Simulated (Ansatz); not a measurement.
TaAgO3 (space group R-3c, No. 167; a cell from a computed database, its experimental status unchecked)

```
CELL_PARAMETERS angstrom
      2.73848     1.58106     4.60118
     -2.73848     1.58106     4.60118
      0.00000    -3.16212     4.60118
ATOMIC_POSITIONS crystal
  Ta 0.00000 0.00000 0.00000
  Ta 0.50000 0.50000 0.50000
  Ag 0.75000 0.75000 0.75000
  Ag 0.25000 0.25000 0.25000
  O  0.81786 0.68214 0.25000
  O  0.18214 0.31786 0.75000
  O  0.25000 0.81786 0.68214
  O  0.75000 0.18214 0.31786
  O  0.68214 0.25000 0.81786
  O  0.31786 0.75000 0.18214
```

The values are results of PBEsol (Ansatz, a quantum-chemistry and plane-wave program, PAW, no spin-orbit coupling), not measurements. Γ-centred 8×8×8 mesh, Fermi–Dirac width 0.05 eV.

The volume per atom is 11.95 Å³ and the density is 9.36 g/cm³. The band gap comes out as 1.77 eV, indirect, k = (0.125, 0.125, -3/8) in the run's primitive reciprocal basis → F and the lowest conduction-band minima above the VBM comes out as F (1/2, 0, 1/2) 1.77 eV; Γ 1.97 eV. The total energy is -3802.738 eV/atom (σ→0; compares only within this code and set-up).

Spin-orbit coupling, missing from the scalar runs, can matter with Ta. Gaps are Kohn–Sham eigenvalue differences; semilocal functionals usually give less than the measured gap. Whether these cells are dynamically stable was not tested.
